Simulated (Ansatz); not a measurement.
Take FeO in the rock salt structure (space group Fm-3m, No. 225; a = 4.246 Å; ferromagnetic) as the base.

Method: plane-wave PAW DFT at the PBEsol level (Ansatz, a quantum-chemistry and plane-wave program, 420 eV), without spin-orbit coupling.

One change was made to it. Results:

The largest site moment hardly moves (3.42 μB against 3.39 μB); the shortest interatomic distance falls by 0.028 Å, from 2.123 Å to 2.095 Å.

Name the change that was made.
A) pressure −2 GPa
B) pressure 60 GPa
C) pressure 1.8 GPa
D) pressure 18 GPa
E) pressure 9 GPa

E, pressure 9 GPa. For comparison, the shortest interatomic distance in the other runs: pressure 18 GPa gives 2.067 Å; pressure 1.8 GPa gives 2.117 Å; pressure −2 GPa gives 2.130 Å; pressure 60 GPa gives 1.963 Å.

Load acts through the strain it causes; cell and atoms are relaxed under it. Whether these cells are dynamically stable was not tested. No other phases were tried under pressure. No Hubbard U is applied and the magnetic state is the run's own (FeO ferromagnetic); other magnetic orders, which need larger cells, were not tried and can change the gap. In its common phase, real FeO is an antiferromagnetic insulator at low temperature.
